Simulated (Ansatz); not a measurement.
**Si (model structure, R-3m, No. 166, 6 atoms in the cell)**

These are LDA (Ansatz, a program for electronic structure, plane waves, PAW) values and carry that method's errors.

Numerical settings: plane-wave cutoff 520 eV, 10×10×10 k mesh, Fermi–Dirac smearing 0.01 eV, scalar-relativistic PAW data made under PBE.

Cell (relaxed with PBEsol):

```
CELL_PARAMETERS angstrom
      1.91506     1.10566     9.45892
     -1.91506     1.10566     9.45892
      0.00000    -2.21132     9.45892
ATOMIC_POSITIONS crystal
  Si 0.73593 0.73593 0.73593
  Si 0.81934 0.81934 0.81934
  Si 0.18066 0.18066 0.18066
  Si 0.26407 0.26407 0.26407
  Si 0.95862 0.95862 0.95862
  Si 0.04138 0.04138 0.04138
```

```
Item                                                     Result
-------------------------------------------  ------------------
band gap                                     0.39 eV (indirect)
smallest direct gap on the k points sampled             1.29 eV
Γ–Γ gap                                                 1.30 eV
```

Note: the relaxation could raise the start's symmetry but not lower it, so the cell can be a saddle point; cell and atoms aren't relaxed at this level (pressure -1.6 GPa).

Cost on a shared machine: around 30 core-seconds (rough).

A model structure was made by putting elements into a prototype or built by hand; it is no filed structure, need not be a known phase, and can be a saddle point held by its symmetry.
